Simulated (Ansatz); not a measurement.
# CsCl-type KI (model structure)

All values below come from PBE0 (PAW; Ansatz, an electronic-structure program).

Run with plane-wave cutoff 500 eV, 6×6×6 k mesh, gaussian smearing 0.02 eV, scalar-relativistic PAW data made under PBE.

Cell (relaxed with r²SCAN):

```cif
data_IK
_chemical_formula_sum 'K1 I1'
_space_group_name_H-M_alt 'P 1'
_space_group_IT_number 1
_cell_length_a 4.29179
_cell_length_b 4.29179
_cell_length_c 4.29179
_cell_angle_alpha 90.000
_cell_angle_beta 90.000
_cell_angle_gamma 90.000
loop_
_space_group_symop_operation_xyz
  'x, y, z'
loop_
_atom_site_label
_atom_site_type_symbol
_atom_site_fract_x
_atom_site_fract_y
_atom_site_fract_z
_atom_site_occupancy
K1 K 0.00000 0.00000 0.00000 1
I1 I 0.50000 0.50000 0.50000 1
```

| Quantity | Value |
|---|---|
| band gap | 4.98 eV (on the SCF k mesh) |

Note: the relaxation could raise the start's symmetry but not lower it, so the cell can be a saddle point.

Spin–orbit coupling is not included; with these elements it can move the gap by several tenths of an eV or more.

A model structure was made by putting elements into a prototype or built by hand; it is no filed structure, need not be a known phase, and can be a saddle point held by its symmetry.
